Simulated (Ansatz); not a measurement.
MgO under a change: pressure −1 GPa

Base system: MgO in the rock salt structure (space group Fm-3m, No. 225; a = 4.159 Å).

Now apply this change: a negative pressure, −1 GPa.

Computed with LDA/PAW in Ansatz (a program for electronic structure), no spin-orbit coupling. k-mesh 14×14×14 (Γ-centred); smearing 0.05 eV (Fermi–Dirac).

```tsv
quantity	base	changed	shift
lattice parameter a	4.159 Å	4.167 Å	+0.008 Å
enthalpy H = E + PV relative to the base's energy	–	-0.06 eV/atom	–
band gap	5.03 eV	4.98 eV	-0.059 eV
gap character	direct at Γ	direct at Γ	–
width of the top valence band	1.87 eV	1.86 eV	-0.01 eV
electron mass	0.36 mₑ (at Γ)	0.36 mₑ (at Γ)	–
```

Final structure:

```xyz
2
Lattice="0.0000 2.0836 2.0836 2.0836 0.0000 2.0836 2.0836 2.0836 0.0000" Properties=species:S:1:pos:R:3 pbc="T T T"
Mg     0.0000     0.0000     0.0000
O      2.0836     2.0836     2.0836
```

Load acts through the strain it causes; cell and atoms are relaxed under it. Effective masses come from finite differences of ±0.01 Å⁻¹. Whether these cells are dynamically stable was not tested.
